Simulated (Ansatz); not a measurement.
**Sn: energy against volume**

Sn (diamond, Fd-3m, 35.392 Å³/atom and stress up to 0.01 GPa in the relaxed cell, cube axes along x, y and z) under an equal strain ε along all three axes. r2SCAN in Ansatz, a plane-wave DFT program (PAW, default set), 500 eV, 12×12×12 Γ-centred mesh, Fermi-Dirac smearing 0.05 eV; ions are relaxed, or left where forces stay under 0.02 eV/Å, within the symmetry of each cell.

Here V stands for volume and E for E less E0.

| volume (Å³/atom) | E less E0 (meV/atom) | pressure (GPa) |
|---|---|---|
| 33.3108 | 18.37 | 3.02 |
| 33.8233 | 10.11 | 2.17 |
| 34.3409 | 4.39 | 1.39 |
| 34.8639 | 1.06 | 0.67 |
| 35.3921 | 0.00 | 0.00 |
| 35.9257 | 1.07 | -0.61 |
| 36.4645 | 4.14 | -1.18 |
| 37.0088 | 9.11 | -1.71 |
| 37.5584 | 15.85 | -2.19 |
| 38.6739 | ? | ? |

Fit E of the 9 rows that show it with the third-order Birch-Murnaghan form, a cubic in V^(-2/3). With u = V^(-2/3) - 0.0928, the rows have u = 0.0037925, 0.0028143, 0.0018511, 0.0009021, -0.0000325, -0.0009534, -0.0018604, -0.0027542, -0.0036348. Least squares gives E = 0.001 + 55.8·u + 1238275·u² + 6390218·u³. Residuals (row less fit): -0.001, 0.002, 0.002, -0.004, 0.000, 0.002, -0.002, 0.003, -0.001; standard error 0.003 (degrees of freedom: 5). Its minimum lies at u = -0.0000225, so V0 = (0.0927775)^(-3/2) = 35.39. There d²E/du² = 2476000 and d³E/du³ = 3.834e7, so B0 = (4/9) × 35.39^(-7/3) × 2476000 × 0.160218 = 42.9 GPa (the last factor turns the table's units into GPa), and B0' = 4 + (2/3) × 0.0927775 × (3.834e7)/2476000 = 5.0. B0' rests on the cubic coefficient alone and has a standard error of 0.1 from these residuals.

Task: What does the fit predict for E at V = 38.6739, and how far is the calculated value from it?

Result: u = -0.0053577, so E = 0.001 + 55.8 × (-0.0053577) + 1238275 × (-0.0053577)² + 6390218 × (-0.0053577)³ = 34.264 meV/atom. The calculation gives 34.25 meV/atom, 0.014 meV/atom below the prediction (0.0 % of the range of E in the table). The row lies outside the fitted rows, so this is an extrapolation. The scatter of the fitted rows lies at the last printed digit.

This level leaves no gap over 0.05 eV at strain -2.00, -1.50, -1.00, -0.50, 0.00, 0.50, 1.00, 1.50, 2.00, 3.00 %. Other structures, which can take over under pressure, weren't tried. The same form fitted to the pressure column gives B0' = 4.9; series where the two differ by over 0.4 aren't shown. Sn is here grey tin, stable below 13 °C. Rows are the converged runs of the series near zero and its far end, less any whose ions stayed unrelaxed beside relaxed ones; series whose fitted rows scatter by over a few per cent of the range, as at a crossing or softening among them, aren't shown in this form.
